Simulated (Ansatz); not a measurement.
**C11b WSi2**

The numbers are results of PBE-D3(BJ) in Ansatz (plane waves, PAW), not measurements.

Settings: plane-wave cutoff 500 eV, 18×18×18 k mesh, Fermi–Dirac smearing 0.05 eV, no spin polarisation, scalar-relativistic PAW data made under PBE.

Cell (relaxed at this level):

```
CELL_PARAMETERS angstrom
     -1.59656     1.59656     3.89913
      1.59656    -1.59656     3.89913
      1.59656     1.59656    -3.89913
ATOMIC_POSITIONS crystal
  Si 0.33418 0.33418 0.00000
  Si 0.66582 0.66582 0.00000
  W  0.00000 0.00000 0.00000
```

| Item | Result |
|---|---|
| volume per atom | 13.25 Å³/atom |
| equilibrium lattice constant a | 3.193 Å |
| c axis length | 7.798 Å |

Measured, for comparison: lattice constant a 3.214 Å, lattice parameter c 7.831 Å (temperature not stated, not corrected to a static lattice; as tabulated in Pavlosiuk et al. (2022), arXiv:2202.05362). Computed (rounded) less measured: lattice constant a -0.7 %, lattice parameter c -0.4 %. A static lattice is as a rule a little smaller and stiffer than an uncorrected measurement, which narrows the difference in the lattice constant a, lattice parameter c and would widen misses of the other sign.

Spin–orbit coupling is not included.

Static lattice: no zero-point or thermal effects.

The result took roughly 2.4 core-minutes.

Ansatz is an electronic-structure program.
